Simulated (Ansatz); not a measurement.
**Effect of pressure 75 GPa on HfSi2**

Take HfSi2 (space group Cmcm, No. 63; a = 3.6825 Å, b = 14.5985 Å, c = 3.6583 Å) as the base.

Modification: a hydrostatic pressure of 75 GPa.

Method: PBE (Ansatz, a program for electronic structure; PAW; 420 eV plane waves; no spin-orbit coupling), earlier PAW set. k-mesh 13×13×13 (Γ-centred); smearing 0.05 eV (Fermi–Dirac).

The volume per atom drops by 4.47 Å³ (16.39 Å³ → 11.92 Å³) and the density rises by 2.97 g/cm³ to 10.90 g/cm³. The enthalpy H = E + PV relative to the base's energy is +6.38 eV/atom and the band gap stays zero.

Cost of the whole job for the changed cell (relaxation, final SCF and bands): roughly 6 core-minutes.

Load acts through the strain it causes; cell and atoms are relaxed under it. Whether these cells are dynamically stable was not tested. Competing high-pressure phases were not computed. The final runs are not spin-polarised.
